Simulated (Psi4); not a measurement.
Psi4 1.11, HF/def2-svp: Ge(Cl)(Me)2(Et) (C[CH2][Ge]([CH3])([CH3])[Cl]), 17 atoms. The geometry is a generated start, not checked to be a minimum at this level.

```
Property                             Result
--------------------------  ---------------
task                                 energy
method                                  scf
basis                              def2-svp
memory                                 3 GB
maxiter                                 100
keys of the molecule block      symmetry c1
scf_type                       df (default)
e_convergence               1e-06 (default)
d_convergence               1e-06 (default)
basis functions                         161
```

```xyz
17

C     -2.2025    -0.8661     0.1788
C     -1.4030     0.3520    -0.2591
Ge     0.5203     0.2861     0.3341
C      1.5660     1.8648    -0.3057
C      1.4198    -1.4313    -0.1387
Cl     0.5080     0.3858     2.4686
H     -3.2477    -0.7694    -0.1135
H     -2.1577    -0.9784     1.2614
H     -1.8007    -1.7710    -0.2749
H     -1.8513     1.2578     0.1519
H     -1.4268     0.4441    -1.3455
H      1.9790     1.6702    -1.2915
H      2.3846     2.0764     0.3771
H      0.9323     2.7455    -0.3648
H      0.8633    -2.2771     0.2543
H      1.4972    -1.5335    -1.2170
H      2.4193    -1.4558     0.2845
```

With the defaults (damping_percentage = 0, diis_max_vecs = 10, guess = auto, which took SAD, soscf = false, level_shift = 0, level_shift_cutoff = 0.01, scf_initial_accelerator = adiis) it converges in 8 SCF iterations. One run each on 2 threads, with these changes:
- damping_percentage = 60
- level_shift = 0.5, level_shift_cutoff = 0.001
- diis_max_vecs = 6
- soscf = true
- guess = sapgau
- guess = modhuckel
- diis_max_vecs = 3
- scf_initial_accelerator = none
- guess = core

Name the settings that don't reach the solution of the defaults.

No convergence: damping_percentage = 60 (the run ends without SCF convergence in 100 iterations). The rest reach the solution of the defaults.

| setting | SCF iterations | JK calls | end |
|---|---|---|---|
| soscf = true | 6 | 17 | same solution |
| the defaults | 8 | 9 | same solution |
| diis_max_vecs = 6 | 8 | 9 | same solution |
| level_shift = 0.5, level_shift_cutoff = 0.001 | 8 | 9 | same solution |
| scf_initial_accelerator = none | 8 | 9 | same solution |
| guess = sapgau | 8 | 8 | same solution |
| guess = modhuckel | 8 | 31 | same solution |
| diis_max_vecs = 3 | 9 | 10 | same solution |
| guess = core | 13 | 13 | same solution |
| damping_percentage = 60 | 100 | 101 | no convergence |

An SOSCF iteration holds several JK calls; a Hückel guess adds calls on atoms.
